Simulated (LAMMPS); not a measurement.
MD from the crystal across the composition of Cu (fcc) with a share x of Cu sites Au; all at 300 K and zero pressure.

Method: classical MD, pair style eam, the elements' _u3.eam files (universal-3 set of Foiles, Baskes and Daw); code LAMMPS.

| x | volume | state | enthalpy | T (K) |
|---|---|---|---|---|
| 0.25 | 13.4156 ± 0.0001 Å³/atom | crystal; no diffusion seen in 30 ps | -3.5859 ± 0.0001 eV/atom | 300 |
| 0.5 | 14.7332 ± 0.0002 Å³/atom | crystal; no diffusion seen in 30 ps | -3.6916 ± 0.0001 eV/atom | 300 |
| 0.75 | 15.9867 ± 0.0001 Å³/atom | crystal; no diffusion seen in 30 ps | -3.7777 ± 0.0001 eV/atom | 300 |

Caution: the random arrangement on this lattice is imposed, and need not be a phase that exists in equilibrium.

States go by the mean squared displacement: a species diffuses where it passes 1.5 Å², still rises and gives D over 1e-6 cm²/s; a crystal has left its structure where atoms lie 0.35 Å off their sites on average or a cubic box changes its shape by 3 %, or the axial ratios of another lie 8 % off the starting cell's, which the potential's own relaxation can also do.

Errors shown are sampling errors alone.
